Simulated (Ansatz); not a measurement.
Structures of equal composition on the (000-1) surface of 4H silicon carbide (C plane on top): (√3x√3)R30° Ge adatom at H3; (√3x√3)R30° Ge adatom at T4. The slabs share one bottom face, and each structure is named by its start. These are constructed structures in small cells; real faces may alloy, dewet or reconstruct in larger ones, and not all known structures of the face are among them. Slabs of about 11 Å with all that they carry, Fermi-Dirac smearing of 0.025 eV. Bottom of the slabs: H caps. Relaxed from the named starts with such symmetry as they have, on meshes of like density; energies extrapolated to zero smearing; no spin-orbit coupling, no U. Spin-polarised runs, if any, are marked in brackets, and their order is one that fits the cell; the others ran without spin. Where a second, spin-polarised start was run, the lower counts.

Host crystal: 4H silicon carbide, with a band gap (PBE, scalar-relativistic without spin-orbit coupling).

Method: PBE (plane waves to 420 eV, PAW; Ansatz, an electronic-structure program).

Task: Rank these by energy per 1x1 cell (lowest first), as PBE gives it.

Result: (√3x√3)R30° Ge adatom at H3 (0.000 eV [spin, 1.0 μB a cell], a narrow gap of 0.21 eV by band count), (√3x√3)R30° Ge adatom at T4 (0.023 eV [spin, 1.0 μB a cell], a narrow gap of 0.11 eV by band count)
